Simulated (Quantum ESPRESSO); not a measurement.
# Equation of state of zinc-blende ZnSe (space group 216): energy against volume (Quantum ESPRESSO, PBE)

```yaml
crystal:
  lattice:
    - [0.00000, 2.78459, 2.78459]
    - [2.78459, 0.00000, 2.78459]
    - [2.78459, 2.78459, 0.00000]
  atoms:
    - { symbol: Zn, position: [0.00000, 0.00000, 0.00000] }
    - { symbol: Se, position: [0.75000, 0.75000, 0.75000] }
```

Method: PBE, PSlibrary PAW (PBE) pseudopotentials (plane waves; Quantum ESPRESSO). Settings: ecutwfc = 65 Ry; ecutrho = 390 Ry; occupations = smearing; smearing = fd; degauss = 0.000734986 Ry; potentials = {Zn: Zn.pbe-dn-kjpaw_psl.1.0.0.UPF, Se: Se.pbe-n-kjpaw_psl.1.0.0.UPF}; K_POINTS = automatic 10 10 10 0 0 0; conv_thr = 1e-10 Ry; mixing_beta = 0.4. The cell above is the first row's. The rows scale it uniformly. In all rows fractional positions and the k mesh are held. E is the free energy at the stated smearing, counted from the lowest row.

```csv
V (Å^3/atom),E (meV/atom)
21.592,?
22.061,19.79
22.530,9.07
23.000,2.62
23.469,0.00
23.938,0.79
24.408,4.64
24.877,11.23
25.347,20.27
```

Task: Fit E against V with the third-order Birch-Murnaghan form, a cubic in V^(-2/3), and predict the withheld value at V = 21.592.

Result: With u = V^(-2/3) - 0.121, the rows have u = 0.006131, 0.004360, 0.002646, 0.000994, -0.000605, -0.002156, -0.003654, -0.005109. Least squares gives E = 0.108 - 742.7·u + 635124·u² + 1567505·u³. Residuals (row less fit): 0.000, -0.003, 0.001, 0.001, 0.001, -0.006, 0.005, -0.001; standard error 0.004 (degrees of freedom: 4). Its minimum lies at u = 0.000583, so V0 = (0.121583)^(-3/2) = 23.59. There d²E/du² = 1276000 and d³E/du³ = 9405000, so B0 = (4/9) × 23.59^(-7/3) × 1276000 × 0.160218 = 56.9 GPa (the last factor turns the table's units into GPa), and B0' = 4 + (2/3) × 0.121583 × (9405000)/1276000 = 4.6. The program's pressures in the fitted runs (not shown) pass through zero at V = 23.56, 0.11 % from this V0. At the withheld row, u = 0.007965, so E = 0.108 - 742.7 × 0.007965 + 635124 × 0.007965² + 1567505 × 0.007965³ = 35.278 meV/atom. The calculation gives 35.27 meV/atom, 0.008 meV/atom below the prediction (under 0.05 % of the range of E in the table). The row lies outside the fitted rows, so this is an extrapolation. From the scatter of the fitted rows alone, a prediction at this place has a standard error of 0.013 meV/atom, so the miss is 0.6 times that.

Carrying the step between the two nearest rows on in a straight line would have given 30.51, off by 4.76; series whose last step already gives the withheld value aren't shown. The scan was laid around a cell of about the measured size, scaled by a guess for this functional. The runs keep the symmetry of the cell, so they don't test it for distortions. Cutoffs and mesh are single choices, not tested for convergence of this quantity. Series with a scatter that would blur these digits, or in which a gap closes, are not shown. Nor are scans whose minimum lies at an end fitted in this form.
